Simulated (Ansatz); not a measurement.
The parent structure is GaSb in the zinc blende structure (space group F-43m, No. 216; a = 6.1324 Å).

All numbers come from Kohn–Sham DFT with the r2SCAN functional, run in Ansatz (a program for electronic structure) with PAW and 500 eV plane waves, without spin-orbit coupling.

One change was made to it. Results:

```tsv
quantity	base	after
hole mass (degenerate bands, along [100])	0.023, 0.26, 0.26 mₑ (at Γ)	0.025, 0.26, 0.26 mₑ (at Γ)
density	5.51 g/cm³	5.54 g/cm³
band gap	0.41 eV	0.45 eV
width of the top valence band	3.21 eV	3.24 eV
```

Which of these changes matches the shifts?
A. pressure 1.5 GPa
B. pressure 3 GPa
C. pressure 10 GPa
D. pressure 0.3 GPa

D, pressure 0.3 GPa. For comparison, the band gap in the other runs: pressure 1.5 GPa gives 0.61 eV; pressure 10 GPa gives 0.89 eV; pressure 3 GPa gives 0.80 eV.

Spin-orbit coupling, missing from the scalar runs, can matter with Sb. Load acts through the strain it causes; cell and atoms are relaxed under it. Masses are band curvatures over ±0.01 Å⁻¹ around the edge. No phonon test of stability was made. Tetrahedral semiconductors of this kind turn to denser phases somewhere between about 1 and 50 GPa; those were not computed, so compressed cells here can lie past the real transition.
